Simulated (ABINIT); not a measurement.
```
ScF3
1.0
    2.23718    -3.00833     0.00000
    2.23718     3.00833     0.00000
   -1.65541     0.00000     3.58212
Sc F
1 3
Direct
  0.01114   0.98886   0.00000
  0.45904   0.90322   0.85177
  0.09678   0.54096   0.14823
  0.93304   0.06696   0.50000
```

Method: LDA (PW92), PAW (JTH v2.0 LDA PAW) (plane waves; ABINIT).

The set-up and first iterations of an ABINIT log for ScF₃ (C2, 4 atoms in the cell):

```
 Symmetries : space group C2 (#  5); Bravais mC (1-face-center monocl.)

 -outvars: echo values of preprocessed input variables --------
            acell      7.0845909088E+00  7.0845909088E+00  7.4571121835E+00 Bohr
           diemac      4.00000000E+00
             ecut      2.99874495E+01 Hartree
           enunit           1
              ixc       -1012
         kptrlatt        8    0    0      0    8    0      0    0    7
          kptrlen      5.21997853E+01
            natom           4
            nband          18
            ngfft          36      36      40
          ngfftdg          50      50      54
             nkpt         129
            nstep          80
             nsym           2
           ntypat           2
        pawecutdg      6.00116484E+01 Hartree
          pawovlp     -1.0000000000E+00
         pawxcdev           0
            rprim      5.9673955420E-01 -8.0243498460E-01 -0.0000000000E+00
   [... lines left out ...]
                       4.5904000000E-01  9.0322000000E-01  8.5177000000E-01
                       9.6780000000E-02  5.4096000000E-01  1.4823000000E-01
                       9.3304000000E-01  6.6960000000E-02  5.0000000000E-01
            znucl       21.00000    9.00000

== DATASET  1 ==================================================================

 Real(R)+Recip(G) space primitive vectors, cartesian coordinates (Bohr,Bohr^-1):
 R(1)=  4.2276556 -5.6849236  0.0000000  G(1)=  0.1182689 -0.0879519  0.0546559
 R(2)=  4.2276556  5.6849236  0.0000000  G(2)=  0.1182689  0.0879519  0.0546559
 R(3)= -3.1282791  0.0000000  6.7692239  G(3)=  0.0000000  0.0000000  0.1477274
 Unit cell volume ucvol=  3.2538169E+02 bohr^3
 Angles (23,13,12)=  1.04497271E+02  1.04497271E+02  1.06726519E+02 degrees

 Coarse grid specifications (used for wave-functions):

 getcut: wavevector=  0.0000  0.0000  0.0000  ngfft=  36  36  40
         ecut(hartree)=     29.987   => boxcut(ratio)=   2.06159

 Fine grid specifications (used for densities):

 getcut: wavevector=  0.0000  0.0000  0.0000  ngfft=  50  50  54
         ecut(hartree)=     60.012   => boxcut(ratio)=   2.02409

   1.03477294E+03                                ecore*ucvol(ha*bohr**3)

 newkpt: prtvol=0 or 1, do not print more k-points.
_setup2: Arith. and geom. avg. npw (full set) are    2551.931    2551.921
--- !BeginCycle
solver: {iscf: 17, nstep: 80, nline: 4, wfoptalg: 10, }
tolerances: {tolvrs: 1.00E-10, }
...

     iter   Etot(hartree)      deltaE(h)  residm     nres2
 ETOT  1  -115.44697842405    -1.154E+02 3.660E+00 7.288E+02
 ETOT  2  -123.87868451213    -8.432E+00 3.360E+00 1.775E+03
 ETOT  3  -121.60308498863     2.276E+00 7.411E-01 6.146E+02
 ETOT  4  -120.92440381108     6.787E-01 2.786E-01 1.832E+02
 ETOT  5  -120.84967037186     7.473E-02 1.160E-01 1.502E+02
```

Problem. How does the run end?

Solution. The run converged in 30 iterations. Its thresholds were met; that alone does not show that basis and mesh suffice. It ends on: free energy E − TS -3278.94 eV; top of the valence band (on the code's own zero) 0.51 eV; gap on the k-point mesh 5.41 eV; pressure 7.66 GPa; largest force (vector length) 0.342 eV/Å. The log goes on:

```
   [... 21 lines left out ...]
 ETOT 27  -120.49884878930     2.075E-10 6.830E-05 1.076E-08
 ETOT 28  -120.49884878932    -2.785E-11 1.263E-04 8.453E-10
 ETOT 29  -120.49884878932    -6.537E-13 6.349E-05 1.130E-09
 ETOT 30  -120.49884878932     5.258E-13 4.296E-05 8.476E-12
 At SCF step   30       nres2   =  8.48E-12 < tolvrs=  1.00E-10 =>converged.

 Cartesian components of stress tensor (hartree/bohr^3)
  sigma(1 1)= -3.94766653E-04  sigma(3 2)=  0.00000000E+00
  sigma(2 2)= -1.96254069E-04  sigma(3 1)= -1.21140600E-04
  sigma(3 3)= -1.89917915E-04  sigma(2 1)=  0.00000000E+00

 ----iterations are completed or convergence reached----

 reduced coordinates (array xred) for    4 atoms
       0.011140000000      0.988860000000      0.000000000000
       0.459040000000      0.903220000000      0.851770000000
       0.096780000000      0.540960000000      0.148230000000
       0.933040000000      0.066960000000      0.500000000000
 cartesian forces (eV/Angstrom) at end:
    1     -0.00000000000000    -0.28582014645095    -0.00000000000000
    2     -0.09735721740818     0.05298818642959    -0.32350487281570
    3      0.09735721740818     0.05298818642959     0.32350487281570
   [... lines left out ...]
 Fermi (or HOMO) energy (eV) =   0.50796   Average Vxc (eV)= -10.24145
   [... lines left out ...]
Ewald energy        : -7.83186520995625E+01
psp_core            :  3.18018183840840E+00
local_psp           : -1.13821784236465E+02
total_energy        : -1.20498847936237E+02
total_energy_eV     : -3.27894040588072E+03
...

-Cartesian components of stress tensor (GPa)         [Pressure=  7.6587E+00 GPa]
- sigma(1 1)= -1.16144340E+01  sigma(3 2)=  0.00000000E+00
- sigma(2 2)= -5.77399309E+00  sigma(3 1)= -3.56407891E+00
- sigma(3 3)= -5.58757704E+00  sigma(2 1)=  0.00000000E+00

 Calculation completed.
```

For comparison: a first run was changed to give this one (lattice scaled by 0.98), and from it to this one the free energy goes up by 18.9 meV/atom, the pressure goes from -1.10 to 7.66 GPa, the largest force goes from 0.083 to 0.342 eV/Å and the gap on the mesh goes from 5.233 to 5.411 eV.

The starting cell comes from a database of computed structures (which also holds hypothetical and non-ambient phases and stackings), without a prior relaxation at this level. Its lattice was rescaled by a random factor within 2.5 % of one. For this run, on top of that: lattice scaled by 0.98. With a pressure of about 8 GPa the cell is away from its equilibrium volume at this level.

The run was DFT, LDA (PW92), plane waves, PAW (JTH v2.0 LDA PAW). Main settings of its input:

- pseudos = [Sc.LDA_PW-JTH.xml, F.LDA_PW-JTH.xml]
- ecut = 816 eV
- pawecutdg = 1633 eV
- pawxcdev = 0
- occopt = 1
- ngkpt = 8 8 7
- nshiftk = 1
- shiftk = 0 0 0
- potentials = JTH v2.0 LDA PAW
- nband = 18
- kptopt = 1
- nstep = 80
